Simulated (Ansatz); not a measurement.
Consider CdS in the zinc blende structure (space group F-43m, No. 216; a = 5.8777 Å).

Method: r2SCAN/PAW in Ansatz (a quantum-chemistry and plane-wave program), spin-orbit coupling left out.

It is then changed as follows: Zn takes the place of Cd on all its sites, then cell and atoms are relaxed.

Measured band gap: CdS 2.48 eV (0 K or low temperature; as listed in arXiv:1206.3780); ZnS 3.94 eV (static lattice; corrected from measurement; as listed in Wei Chen et al., Physical Review Materials (2018)).

Measured lattice parameter a: CdS 5.832 Å (room temperature; as listed in arXiv:1206.3780); ZnS 5.41 Å (room temperature; as listed in Martin Albrecht, Beate Paulus, Hermann Stoll, Phys. Rev. B (1997)).

**Question.** How well does r2SCAN reproduce the measured shift?

**Answer.** With r2SCAN the band gap moves by +1.16 eV (1.54 → 2.70) against +1.46 eV measured; the lattice parameter a moves by -0.489 Å (5.878 → 5.389) against -0.422 Å measured. The two measured values stand on different bases (one corrected, one not), which blurs small differences.

Semilocal Kohn–Sham gaps tend to fall short of experiment. Whether these cells are dynamically stable was not tested.
